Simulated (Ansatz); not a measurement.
Start from HfS$_{2}$ in the CdI2 type structure (space group P-3m1, No. 164; a = 3.5475 Å, c = 5.5768 Å; layered, stacked along the Cartesian z axis). Axes: x lies along a and z along c of the hexagonal cell.

All numbers come from Kohn–Sham DFT with the PBEsol-D3(BJ) functional, run in Ansatz (a program for electronic structure) with PAW and 420 eV plane waves, no spin-orbit coupling.

Base values:

| Quantity | Result |
|---|---|
| Band gap | 0.45 eV |

Modification: biaxial strain −1.25 %, plane normal [001], relaxed out of plane (Cartesian); in-plane vectors clamped, the third vector and the atoms free.

**Question.** Predict the new band gap.

**Answer.** The band gap drops by 0.104 eV to 0.34 eV.

**Question.** Estimate the effect on the out-of-plane strain.

**Answer.** The out-of-plane strain amounts to +0.39 %.

With Hf present, leaving out spin-orbit coupling can change the band edges. Whether these cells are dynamically stable was not tested.
